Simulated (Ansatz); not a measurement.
The reference is NaCl in the rock salt structure (space group Fm-3m, No. 225).

```xyz
2
Lattice="0.0000 2.8478 2.8478 2.8478 0.0000 2.8478 2.8478 2.8478 0.0000" Properties=species:S:1:pos:R:3 pbc="T T T"
Na     0.0000     0.0000     0.0000
Cl     2.8478     2.8478     2.8478
```

Method: PBE (Ansatz, an electronic-structure program), without spin-orbit coupling.

Base values:

| Property | Result |
|---|---|
| Band gap | 5.00 eV |
| Hole mass | 0.65, 2.9, 2.9 mₑ (at Γ) |
| Width of the top valence band | 0.71 eV |
| Shortest interatomic distance | 2.848 Å |

The change: a hydrostatic pressure of 3 GPa.

Problem. How does this affect the band gap?

Solution. The band gap increases by 0.40 eV (5.00 eV → 5.40 eV).

Problem. What happens to the hole mass?

Solution. The hole mass (degenerate bands, along [100]) changes from 0.65, 2.9, 2.9 mₑ (at Γ) to 0.60, 2.6, 2.6 mₑ (at Γ).

Problem. How does this affect the width of the top valence band?

Solution. The width of the top valence band increases by 0.134 eV, from 0.71 eV to 0.85 eV.

Problem. Estimate the effect on the shortest interatomic distance.

Solution. The shortest interatomic distance drops by 0.094 Å (2.848 Å → 2.754 Å).

Load acts through the strain it causes; cell and atoms are relaxed under it. Masses are band curvatures over ±0.01 Å⁻¹ around the edge. Whether these cells are dynamically stable was not tested.
